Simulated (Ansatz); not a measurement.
**GaAs: uniaxial strain ε_zz = −1.00 %**

Base system: GaAs in the zinc blende structure (space group F-43m, No. 216; a = 5.667 Å). Axes: x, y, z lie along the cube axes.

One thing is altered: uniaxial strain ε_zz = −1.00 %, all other strain components held at zero; the atoms relax in the strained cell.

Method: Ansatz (a program for electronic structure) r2SCAN, no spin-orbit coupling. Settings: 10×10×10 k-points, 0.05 eV Fermi–Dirac smearing.

```tsv
quantity	base	changed	shift
volume per atom	22.75 Å³	22.52 Å³	-0.23 Å³
space group	F-43m (No. 216)	I-4m2 (No. 119)	–
energy relative to the base (free energy F)	0 meV/atom	+0.8 meV/atom	+0.8 meV/atom
band gap	0.96 eV	1.00 eV	+0.04 eV
gap character	direct at Γ	direct at Γ	–
electron mass	0.051 mₑ (at Γ)	0.054 mₑ (at Γ)	–
valence-band top at Γ (three highest levels, from the VBM)	0.00, 0.00, 0.00 eV	0.00, -0.06, -0.06 eV	–
stress (xx, yy, zz, yz, xz, xy; compression positive)	–	(0.52, 0.52, 1.19, 0.00, 0.00, 0.00) GPa	–
```

Effective masses come from finite differences of ±0.01 Å⁻¹. No phonon test of stability was made. Labels are those of the standard path for the cell's own space group.
